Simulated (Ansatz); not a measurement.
Consider Ge in the diamond structure (space group Fd-3m, No. 227; a = 5.674 Å). Axes: x, y, z lie along the cube axes.

Calculations: r2SCAN/PAW in Ansatz (a quantum-chemistry and plane-wave program), spin-orbit coupling left out.

Now apply this change: tensor shear ε_xy = +1.14 % (engineering shear γ = 0.0228), atoms relaxed at fixed cell.

### Question
Predict the stress tensor and what it implies for the stiffness.

### Answer
Stress of the strained cell less that of the base (GPa, compression positive):
```
   0.04   -1.51    0.00
  -1.51    0.04    0.00
   0.00    0.00    0.00
```

Then −Δσ/γ with γ = 2ε = 0.0228 gives relaxed-ion elastic constants: C66 ≈ 66 GPa.

Stability against distortions was not tested.
